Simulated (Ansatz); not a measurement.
TaN (P-62m), Ansatz (a quantum-chemistry and plane-wave program) with PBEsol, DFPT electron-phonon coupling, linearised Boltzmann equation: phonon-limited resistivity 11.3 μΩ·cm at 300 K along z (a = (5.18, 0.00, 0.00) Å; b = (-2.59, 4.49, 0.00) Å; c = (0.00, 0.00, 2.89) Å), current-weighted mean free path 36 nm, Drude plasma energy 3.20 eV.

What Drude relaxation time do resistivity and plasma energy imply?

ω_p = 4.86e15 s⁻¹, so τ = 1/(ε₀ ω_p² ρ) = 42.3 fs, a damping ħ/τ of 15.6 meV.

What is the classical skin depth at 100 GHz (nonmagnetic, μ₀ = 1.257×10⁻⁶ H/m)?

δ = √(ρ/(π f μ₀)) = 535 nm.

A metal at this level (no band gap). Only scattering by harmonic phonons is included (no impurities, grain boundaries, electron-electron scattering or thermal expansion). Spin-orbit coupling is left out, which matters with elements this heavy. Halving the electron mesh (20x20x28) moves the resistivity by up to 10 % at 300 K, the mean free path by up to 9 %. Smearing 0.20 eV; phonons on a 3x3x5 q mesh, which this run doesn't test.
